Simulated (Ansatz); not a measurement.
Take SiS2 (space group Ibam, No. 72; a = 5.803 Å, b = 9.892 Å, c = 5.546 Å; made of chains) as the base.

The values are results of r2SCAN (Ansatz, an electronic-structure program), no spin-orbit coupling, not measurements.

Carriers are added at fixed cell with a uniform background; the Fermi–Dirac width is that of 300 K.

One change was made to it. Results:

| quantity | base | after |
|---|---|---|
| gap between the host's bands | 3.31 eV | 3.44 eV |
| Fermi level relative to the doped band's edge (positive inside the band; to 0.05 eV) | – | +0.20 eV |

Q: Which of these changes matches the shifts?
(A) holes 3.0×10^21 cm⁻³
(B) holes 7.0×10^21 cm⁻³
(C) electrons 1.0×10^22 cm⁻³
(D) electrons 2.0×10^21 cm⁻³
(E) electrons 7.0×10^21 cm⁻³

A: A, holes 3.0×10^21 cm⁻³. For comparison, the gap between the host's bands in the other runs: electrons 7.0×10^21 cm⁻³ gives 3.05 eV; holes 7.0×10^21 cm⁻³ gives 3.61 eV; electrons 1.0×10^22 cm⁻³ gives 2.93 eV; electrons 2.0×10^21 cm⁻³ gives 3.24 eV.

Carriers are added with a uniform compensating background; total energy and stress of such cells depend on the potential's zero and are not compared; many-body gap narrowing is missing at this level. Stability against distortions was not tested. No dispersion term is included, though the crystal is made of layers, chains or molecules, so its spacings can come out too wide.
